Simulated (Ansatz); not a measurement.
**Ir under a change: uniaxial strain ε_zz = −1.50 %**

Consider Ir in the fcc (Cu type) structure (space group Fm-3m, No. 225; a = 3.845 Å; relaxed with 0.1 eV smearing). Axes: x, y, z lie along the cube axes.

Perturbation: the cell is compressed by 1.50 % along z with no lateral relaxation; the atoms relax in the strained cell.

Calculations: r2SCAN, PAW, 500 eV (Ansatz, a first-principles code; no SOC). Γ-centred 29×29×29 mesh, Fermi–Dirac width 0.1 eV.

| quantity | base | changed | shift |
|---|---|---|---|
| volume per atom | 14.21 Å³ | 14.00 Å³ | -0.21 Å³ |
| space group | Fm-3m (No. 225) | I4/mmm (No. 139) | – |
| energy relative to the base (free energy F) | 0 meV/atom | +6.5 meV/atom | +6.5 meV/atom |
| pressure (mean of the normal stresses, compression positive) | 0.0 GPa | 6.0 GPa | +6.0 GPa |
| band gap | zero | zero | – |
| stress (xx, yy, zz, yz, xz, xy; compression positive) | – | (4.0, 4.0, 10.0, 0.0, 0.0, 0.0) GPa | – |

Whether these cells are dynamically stable was not tested. The final runs are not spin-polarised.
